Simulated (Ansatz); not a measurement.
The parent structure is a 16-atom supercell of GaN in the zinc blende structure (space group F-43m, No. 216; a = 4.549 Å) at its relaxed geometry.

(Cell as relaxed with PBE.)

Levels (all Ansatz, a program for electronic structure, PAW, earlier PAW set): PBE (420 eV, without spin-orbit coupling); r2SCAN (500 eV, no SOC).

Each level relaxes its own structure.

One thing is altered: a neutral Ga vacancy, atoms relaxed at fixed cell, starting from a slightly rattled geometry.

```json
[
 {"quantity": "largest displacement of a host atom from its site in the perfect cell", "PBE": "0.18 Å", "r2SCAN": "___"},
 {"quantity": "pressure", "PBE": "2.3 GPa", "r2SCAN": "___"}
]
```

Q: Predict the r2SCAN column.

A: 
- largest displacement of a host atom from its site in the perfect cell, r2SCAN: 0.17 Å
- pressure, r2SCAN: 2.5 GPa

PBE's pressure lies 0.2 GPa below r2SCAN's. Neither level is exact; r2SCAN is the comparison here, not a measurement.

The magnetic state is the one reached from the starting moments; the real material's order can differ, and small cells can't hold many antiferromagnetic ones. The cell is small, so the values are those of an ordered compound at a high defect concentration; dilute-limit values will differ. This is not the structure that GaN has at room temperature and ambient pressure.
